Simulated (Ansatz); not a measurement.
Base system: Mn₃SiN in the anti-perovskite structure (space group Pm-3m, No. 221; a = 3.7191 Å; ferromagnetic; a hypothetical phase, not in the database extracts checked).

Structures relaxed with Ansatz (a quantum-chemistry and plane-wave program), PBE, PAW, cutoff 420 eV, spin-orbit coupling left out.

Base:

Simulated powder pattern, Cu Kα1, λ = 1.54056 Å (kinematic, ideal powder, no thermal factors, no anomalous dispersion; the 10 strongest lines at most, above 2 %, up to 2θ = 90°):

| 2θ (°) | I/Imax (%) | hkl |
|---|---|---|
| 23.91 | 18 | (100) |
| 42.04 | 100 | (111) |
| 48.94 | 60 | (200) |
| 55.18 | 5.4 | (210) |
| 71.72 | 34 | (220) |
| 86.77 | 32 | (311) |

After one change:

Simulated powder pattern, Cu Kα1, λ = 1.54056 Å (kinematic, ideal powder, no thermal factors, no anomalous dispersion; the 10 strongest lines at most, above 2 %, up to 2θ = 90°):

```json
[
 {"2θ (°)": "24.13", "I/Imax (%)": "18"},
 {"2θ (°)": "42.45", "I/Imax (%)": "100"},
 {"2θ (°)": "49.43", "I/Imax (%)": "60"},
 {"2θ (°)": "55.73", "I/Imax (%)": "5.4"},
 {"2θ (°)": "72.49", "I/Imax (%)": "34"},
 {"2θ (°)": "87.78", "I/Imax (%)": "32"}
]
```

Task: Which of these changes matches the shifts?
(A) pressure 0.7 GPa
(B) pressure 7.5 GPa
(C) pressure 5 GPa
(D) pressure −2 GPa

Result: B, pressure 7.5 GPa. Its volume per atom is 10.01 Å³ against 10.29 Å³, and its space group is Pm-3m (No. 221).

The magnetic state is the one reached from the starting moments; the real material's order can differ, and small cells can't hold many antiferromagnetic ones. Load acts through the strain it causes; cell and atoms are relaxed under it. Whether these cells are dynamically stable was not tested. No other phases were tried under pressure.
